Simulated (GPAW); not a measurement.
Input and output of a self-consistent single point for a sheet of PtS2 (3 atoms in the cell) (GPAW).

Method of the run: PBE, GPAW PAW datasets PBE (gpaw-data 1.0.1) (plane waves; GPAW 25.7.0).

```
CELL_PARAMETERS angstrom
      3.35403     0.00000     0.00000
     -1.67701     2.90467     0.00000
      0.00000     0.00000    16.79262
ATOMIC_POSITIONS crystal
  Pt 0.00000 0.00000 0.50000
  S  0.33333 0.66667 0.58315
  S  0.66667 0.33333 0.41685
```

Reference input (self-consistent single point, DFT PBE, plane waves, GPAW PAW datasets PBE (gpaw-data 1.0.1)): mode = pw; ecut = 600 eV; xc = PBE; kpts = 11 11 1; mesh shift (steps) = 0 0 0; occupations.name = fermi-dirac; occupations.width = 0.1 eV; nbands = -9; convergence.density = 1e-05 e/electron; convergence.energy = 1e-05 eV/electron; symmetry.symmorphic = false; symmetry.tolerance = 0.0005. This run's input differs from it in these lines:

```diff
@@ -15,6 +15,6 @@
             xc='PBE',
-            kpts=(11, 11, 1),
+            kpts={'size': (4, 4, 1), 'gamma': True},
             occupations={'name': 'fermi-dirac', 'width': 0.1},
-            nbands=-9,
-            convergence={'density': 1e-05, 'energy': 1e-05},
+            nbands=-6,
+            convergence={'density': 1e-05, 'energy': 1e-05, 'bands': -4},
             symmetry={'symmorphic': False, 'tolerance': 0.0005},
```

Output, abridged:

```
     iter     time        total  log10-change:
                         energy   eigst   dens
iter:   1 --:--:--   -16.668074   +0.51
iter:   2 --:--:--   -16.277310   -0.54  -1.26
iter:   3 --:--:--   -15.468123   -0.96  -1.30
iter:   4 --:--:--   -15.406767   -1.72  -1.45
iter:   5 --:--:--   -15.392990   -1.51  -1.53
   [... 3 lines left out ...]
iter:   9 --:--:--   -15.325841   -3.24  -2.67
iter:  10 --:--:--   -15.326763   -2.51  -2.45
iter:  11 --:--:--   -15.323089   -3.60  -2.46
iter:  12 --:--:--   -15.322865   -3.72  -3.00
iter:  13 --:--:--   -15.322873c  -4.50  -3.48
iter:  14 --:--:--   -15.322873c  -5.02  -3.45
iter:  15 --:--:--   -15.322909c  -4.55  -3.50
iter:  16 --:--:--   -15.322888c  -5.44  -3.38
iter:  17 --:--:--   -15.322871c  -5.27  -3.47
   [... 2 lines left out ...]
iter:  20 --:--:--   -15.322867c  -6.64  -4.50
iter:  21 --:--:--   -15.322867c  -6.94  -4.57
iter:  22 --:--:--   -15.322867c  -7.17  -4.63
iter:  23 --:--:--   -15.322867c  -7.24  -4.87
iter:  24 --:--:--   -15.322867c  -7.63c -4.78
iter:  25 --:--:--   -15.322867c  -7.87c -4.98
iter:  26 --:--:--   -15.322867c  -8.27c -5.00
iter:  27 --:--:--   -15.322867c  -8.45c -5.12c
Converged after 27 iterations.

Dipole moment: (0.000000, -0.000000, -0.000000) |e|*Ang

Energy contributions relative to reference atoms: (reference = -522090.602563)

Kinetic:         +5.806632
Potential:       -7.832452
External:        +0.000000
XC:             -13.006803
Entropy (-ST):   -0.001130
Local:           -0.289679
SIC:             +0.000000
--------------------------
Free energy:    -15.323432
Extrapolated:   -15.322867

Showing only first 2 kpts
 Kpt  Band  Eigenvalues  Occupancy
  0    12     -1.68600    1.99724
  0    13     -1.68599    1.99724
  0    14      1.28858    0.00000
  0    15      1.28859    0.00000

  1    12     -2.09109    1.99995
  1    13     -1.80885    1.99919
  1    14     -0.09732    0.00018
  1    15      0.87513    0.00000

Fermi level: -1.02769

Gap: 1.370 eV
Transition (v -> c):
   [... lines left out ...]
Direct gap: 1.712 eV
Transition at: (s=0, k=1, n=13, [0.25, 0.00, 0.00])
Energy (eV): -15.322867

Forces in eV/Ang:
  0 Pt   -0.00000    0.00000    0.00000
  1 S    -0.00000    0.00000   -0.47650
  2 S     0.00000    0.00000    0.47650

Stress tensor:
    -0.024256    -0.000000     0.000000
    -0.000000    -0.024256     0.000000
     0.000000     0.000000     0.008270
Stress (GPa, Voigt): [-3.8862 -3.8862  1.3249  0.      0.     -0.    ]
```

The run converged in 27 iterations. GPAW prints stress with tension positive. Against the reference run the free energy goes up by 18.6 meV/atom and the largest force goes from 0.438 to 0.477 eV/Å.

The starting cell was generated: these elements placed on a structure prototype, without a prior relaxation; it need not be a known phase or ordering of this composition. Its lattice was rescaled in the plane by a random factor within 2.5 % of one. Spin-orbit coupling is off. Another mesh or the band path of this cell gives a smaller gap, so this value is not converged in the mesh.
